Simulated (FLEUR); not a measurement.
Band structure of YbH2 (Fm-3m, 3 atoms in the cell).

```
CELL_PARAMETERS angstrom
      0.00000     2.70043     2.70043
      2.70043     0.00000     2.70043
      2.70043     2.70043     0.00000
ATOMIC_POSITIONS crystal
  Yb 0.00000 0.00000 0.00000
  H  0.75000 0.75000 0.75000
  H  0.25000 0.25000 0.25000
```

Computed with LDA (Perdew-Zunger), all-electron FLAPW (FLEUR), scalar-relativistic valence run with FLEUR.

Settings: Kmax = 4.7 1/bohr; GmaxXC = 14.1 1/bohr; xcFunctional = pz; jspins = 1; l_soc = F; mode = hist; fermiSmearingEnergy = 0.00183747 Htr; mesh (inpgen div1-3) = 9 9 9; inpgen gamma flag = false; Gmax = 14.1 1/bohr; numbands = 0; maxIterBroyd = 15; imix = Anderson; alpha = 0.05.

The starting cell comes from a database of computed structures (which also holds hypothetical and non-ambient phases and stackings), without a prior relaxation at this level. Spin-orbit coupling is off. Spin polarisation is off. Values depend on the basis (sphere radii, cutoffs, local orbitals), which need not be converged.

Levels in eV from the Fermi level, bands 10 to 17:
| point | 10 | 11 | 12 | 13 | 14 | 15 | 16 | 17 |
|---|---|---|---|---|---|---|---|---|
| Γ | -0.24 | -0.24 | -0.24 | 0.94 | 2.56 | 2.56 | 2.56 | 5.05 |
| X | -0.31 | -0.29 | -0.27 | -0.27 | -0.19 | 6.41 | 6.41 | 6.57 |
| W | -0.32 | -0.29 | -0.24 | -0.24 | 0.22 | 2.35 | 6.68 | 6.69 |
| K | -0.31 | -0.29 | -0.27 | -0.22 | -0.02 | 4.15 | 4.40 | 5.92 |
| L | -0.26 | -0.26 | -0.26 | -0.23 | 2.60 | 2.60 | 5.20 | 6.19 |
| U | -0.31 | -0.29 | -0.27 | -0.22 | -0.02 | 4.15 | 4.40 | 5.92 |
